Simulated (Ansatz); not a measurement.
For Sc (model structure, started from the diamond type, Fd-3m, No. 227, 2 atoms in the cell), PBE (Ansatz, an electronic-structure program, plane waves, PAW) gives:

```
Property                   Result
-------------------  ------------
lattice parameter a       6.494 Å
bulk modulus B0          8.53 GPa
cohesive energy      2.13 eV/atom
```

**Question.** What does r²SCAN (plane waves, PAW; Ansatz) give for the same quantities?

**Answer.** 
- lattice constant a: 6.330 Å (decreases by 2.5 %)
- bulk modulus: 14.7 GPa (goes up by 72 %)
- cohesive energy: 1.82 eV/atom (decreases by 0.31 eV/atom)

Changes are worked out from the printed values.

Unless a cell is named, each level is at its own relaxed cell (PBE 34.23, r²SCAN 31.70 Å³/atom).

The crystal itself was run without spin with r²SCAN; a magnetic state was not tried in these runs.

Caveats: the bulk modulus is −V dP/dV from two relaxed cells at ±2 % in volume (PBE, r²SCAN). Ansatz's density-functional and Hartree–Fock values are scalar-relativistic unless marked +SOC, with PAW data made under PBE.

A model structure was made by putting elements into a prototype or built by hand; it is no filed structure, need not be a known phase, and can be a saddle point held by its symmetry.
